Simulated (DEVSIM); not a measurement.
System: abrupt Si n-p junction, at 300 K.

Layer 1 from the left is Si, thickness (μm) 0.870, Nd (cm⁻³) 7.8e15, τn (s) 1.5e-5, τp (s) 1.5e-5. Layer 2 from the left is Si, thickness (μm) 12.0, Na (cm⁻³) 2e17, τn (s) 1.5e-5, τp (s) 1.5e-5.

Left contact: ohmic. Right contact: ohmic. Voltage is applied to the left contact. Recombination: SRH at mid-gap, Auger. Mobility is μmin + (μ − μmin)/(1 + (N/Nref)^α).

Constants are typed, rounded textbook-type inputs, not results; the design itself was drawn at random and stands for no fabricated device. Values at 300 K.

Si: gap (eV) 1.124, affinity (eV) 4.05, permittivity 11.7, Nc (cm⁻³) 2.86e19, Nv (cm⁻³) 3.1e19, μn (cm²/Vs) 1417, μp (cm²/Vs) 470, μn,min 52, μp,min 45, Nref,n 9.7e16, Nref,p 2.2e17, αn 0.68, αp 0.72, Cn (cm⁶/s) 2.8e-31, Cp (cm⁶/s) 9.9e-32.

DEVSIM, 1D drift-diffusion, Boltzmann statistics, complete ionisation; no tunnelling, impact ionisation, image-force lowering or self-heating.

Dark forward current:

```tsv
|V| (V)	|J| (A/cm²)
0.05	3.265e-9
0.10	2.393e-8
0.15	1.602e-7
0.20	1.072e-6
0.25	7.202e-6
0.30	4.848e-5
0.35	0.0003265
0.40	0.002197
0.45	0.01476
0.50	0.09885
0.55	0.6569
0.60	4.231
0.65	23.80
0.70	93.08
0.75	234.3
0.80	437.0
0.85	687.4
0.90	979.6
0.95	1313
1.00	1691
1.05	2117
```

Problem. Work out the local ideality factor n = ΔV / (kT/q · ln(J2/J1)) between the rows 0.15 and 0.20 V, 0.30 and 0.35 V, 1.00 and 1.05 V.

Solution. kT/q = 25.85 mV. From 0.15 to 0.20 V: ln(1.072e-6/1.602e-7) = 1.901, n = 1.02, near the 1 of diffusion or emission over a barrier. From 0.30 to 0.35 V: ln(0.0003265/4.848e-5) = 1.907, n = 1.01, near the 1 of diffusion or emission over a barrier. From 1.00 to 1.05 V: ln(2117/1691) = 0.225, n = 8.61.

Problem. Estimate the current at 0.35 V from the Shockley equation with J0 = Σ q ni² D/(N L) coth(W/L), τ joining the SRH, radiative and Auger lifetimes that are on, and W taken as the whole layer.

Solution. ni² = 1.16e20 cm⁻⁶; holes in the n layer: μ = 435 cm²/Vs, D = 11.2 cm²/s, τ = 1.50e-5 s, L = 130 μm, W/L = 0.0067, term 3.07e-10 A/cm²; electrons in the p layer: μ = 570 cm²/Vs, D = 14.7 cm²/s, τ = 1.42e-5 s, L = 144 μm, W/L = 0.083, term 1.14e-12 A/cm². J0 = 3.09e-10 A/cm², and J = J0 exp(qV/kT) = 0.000234 A/cm². The simulation gives 0.000327 A/cm²; the estimate lies 28 % below. The estimate leaves out recombination in the depletion region and that region's share of W.
